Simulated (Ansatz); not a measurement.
**Computed paths: V-vacancy pair in bcc W, neutral cell**

Defect migration in bcc W: V-vacancy pair (V on one host W site, one W site vacant), neutral cell. All values below come from PBE, PAW (plane waves to 420 eV; Ansatz, a quantum-chemistry and plane-wave program).

Cell of 36 host sites held at the relaxed PBE lattice; a 2×2×3 k-point mesh shifted by half a step; Fermi-Dirac width 0.10 eV, spin-restricted; finite-size errors left in. No zero-point or tunnelling terms. Spin-orbit coupling is left out. Forms of the defect that were not tried may lie lower.

Barriers: single points on a 3×3×5 k-point mesh shifted by half a step at the bands' geometries.

```
Route                                                                                       Start site over the lowest site run (eV)  Hop (Å)  Forward barrier (eV)  Backward barrier (eV)                                                       Neighbours at the start                                                  Neighbours at the saddle                        Saddle order  Forward, on the band's own sampling (eV)
------------------------------------------------------------------------------------------  ----------------------------------------  -------  --------------------  ---------------------  ----------------------------------------------------------------------------  ------------------------------------------------------------------------  ----------------------------------  ----------------------------------------
V and the vacancy change places (V-vacancy distance between ideal sites 2.76 Å throughout)                                      0.00     2.73                  1.27                   1.27  3 W at 2.73, 2 W at 2.74, 2 W at 2.76, 3 W at 3.15, 2 W at 3.18, W at 3.22 Å  2 W at 2.65, W at 2.67, 2 W at 2.69, W at 2.72, W at 3.31, 2 W at 3.32 Å  not checked, on a symmetry element                                      1.23
```

Paths come from CI-NEB runs.  A band can be held on a symmetry element, so unchecked saddle points there may be too high.
